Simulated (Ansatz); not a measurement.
# Response to strain in AlN

Start from AlN in the wurtzite structure (space group P6_3mc, No. 186).

```
CELL_PARAMETERS angstrom
      3.10656     0.00000     0.00000
     -1.55328     2.69036     0.00000
      0.00000     0.00000     4.97805
ATOMIC_POSITIONS crystal
  Al 0.33333 0.66667 0.99658
  Al 0.66667 0.33333 0.49658
  N  0.33333 0.66667 0.37822
  N  0.66667 0.33333 0.87822
```

Cartesian axes are those of the cell as printed.

Strains are applied to the cell and any free atomic positions relax; under biaxial strain the out-of-plane vector relaxes too.

Computed with DFT with r2SCAN, PAW potentials and a 500 eV plane-wave cutoff in Ansatz (a program for electronic structure), no SOC, earlier PAW set.

Candidates:
(a) isotropic strain −3.19 %
(b) biaxial strain −0.22 %, plane normal [001], relaxed out of plane
(c) biaxial strain +0.66 %, plane normal [001], relaxed out of plane
(d) strain tensor (xx, yy, zz, yz, xz, xy) = (+0.02, −3.68, −0.79, −0.69, +0.67, +1.06) %

For the base:

| Item | Value |
|---|---|
| Band gap | 4.87 eV |

Order them by band gap, highest first.

(a) isotropic strain −3.19 % (5.75 eV), (d) strain tensor (xx, yy, zz, yz, xz, xy) = (+0.02, −3.68, −0.79, −0.69, +0.67, +1.06) % (5.26 eV), (b) biaxial strain −0.22 %, plane normal [001], relaxed out of plane (4.92 eV), (c) biaxial strain +0.66 %, plane normal [001], relaxed out of plane (4.73 eV)

Gaps are Kohn–Sham eigenvalue differences; semilocal functionals usually give less than the measured gap. Stability against distortions was not tested.
